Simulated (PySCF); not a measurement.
PySCF 2.14.0, R2SCAN/def2-svp, df: C[SiH]C, charge +1, multiplicity 1, 10 atoms. The geometry is a generated start, not checked to be a minimum at this level.

| Property | Value |
|---|---|
| task | energy |
| method | r2scan |
| basis | def2-svp |
| two-electron scheme | density fitting |
| mol.max_memory | 3000 MB |
| mf.max_cycle | 100 |
| mf.conv_tol | 1e-09 (default) |
| mf.grids.level | 3 (default) |
| basis functions | 81 |
| grid points | 116072 |

```xyz
10

C     -1.6325     0.2209     0.1727
Si    -0.0202    -0.6826    -0.1436
C      1.6394     0.1865    -0.0788
H     -1.8061     0.9999    -0.5715
H     -2.4940    -0.4525     0.1500
H     -1.6274     0.7106     1.1478
H     -0.0538    -2.1012    -0.4657
H      2.0110     0.4089    -1.0813
H      2.4019    -0.4256     0.4099
H      1.5816     1.1350     0.4603
```

Charge 1 and multiplicity 1 are set for this test and not shown to be the ground state.

With the defaults (mf.diis = true, mf.init_guess = minao, mf.diis_space = 8, newton = off, mf.diis_damp = 0, mf.level_shift = 0, mf.DIIS = CDIIS) it converges in 11 Fock builds. One run each on 2 threads, 1 BLAS thread, with these changes:
- mf.diis = false
- mf.diis_space = 12
- mf.init_guess = huckel
- newton = Hessian by the SCF's own integrals
- mf.level_shift = 1 Hartree
- mf.diis_space = 20
- mf.diis_damp = 0.3
- mf.init_guess = mod_huckel
- mf.DIIS = ADIIS

**Question.** Which runs fail or end elsewhere than the default run?

**Answer.** No convergence: mf.diis = false (the run ends without SCF convergence in 100 cycles). The rest reach the solution of the defaults.

```
setting                                      Fock builds             end
-------------------------------------------  -----------  --------------
the defaults                                          11   same solution
mf.diis_space = 20                                    11   same solution
mf.diis_damp = 0.3                                    11   same solution
mf.diis_space = 12                                    11   same solution
mf.init_guess = mod_huckel                            13   same solution
mf.init_guess = huckel                                13   same solution
mf.DIIS = ADIIS                                       14   same solution
newton = Hessian by the SCF's own integrals           25   same solution
mf.level_shift = 1 Hartree                            32   same solution
mf.diis = false                                      101  no convergence
```

Under newton the count holds the products with the orbital Hessian.
